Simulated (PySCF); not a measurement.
PySCF 2.14.0, MP2 (frozen core)/cc-pvdz: C[C@@H]1CC[Si@@H]1C[SiH2]O, 22 atoms. The geometry is a generated start, not checked to be a minimum at this level.

* **task**: mp2
* **basis**: cc-pvdz
* **two-electron scheme**: exact four-centre integrals
* **frozen core**: true
* **mf.init_guess**: minao (default)
* **mf.DIIS**: CDIIS (default)
* **mf.diis_space**: 8 (default)
* **mf.conv_tol**: 1e-09 (default)
* **basis functions (reference run)**: 190

On 4 threads, 1 BLAS thread. Build: conda-forge: OpenMP (GNU), OpenBLAS with its own threads, libcint, Libxc. One run each, on a shared machine, so no times are given.

Values of mol.max_memory tried: 8000 MB, 4000 MB, 2000 MB, 1000 MB, 500 MB, 300 MB, 200 MB.

How low can the memory setting go, and what changes on the way?

It runs down to 200 MB, the lowest tried, with the same result. At 8000 MB: SCF integrals in memory, transformation in memory. From 1000 MB down: direct SCF, transformation through a file.

```tsv
mol.max_memory	path	peak memory
8000 MB	SCF integrals in memory, transformation in memory	1.9 GiB
4000 MB	SCF integrals in memory, transformation in memory	1.9 GiB
2000 MB	SCF integrals in memory, transformation in memory	1.9 GiB
1000 MB	direct SCF, transformation through a file	1.4 GiB
500 MB	direct SCF, transformation through a file	1.4 GiB
300 MB	direct SCF, transformation through a file	1.4 GiB
200 MB	direct SCF, transformation through a file	1.4 GiB
```

Peak memory is the kernel's count for the largest process, libraries included and scratch files not. The peak passes the setting at 2000 MB, 1000 MB, 500 MB, 300 MB, 200 MB: it is no hard cap. MP2's transformation through a file may take 2000 MB even at lower settings.
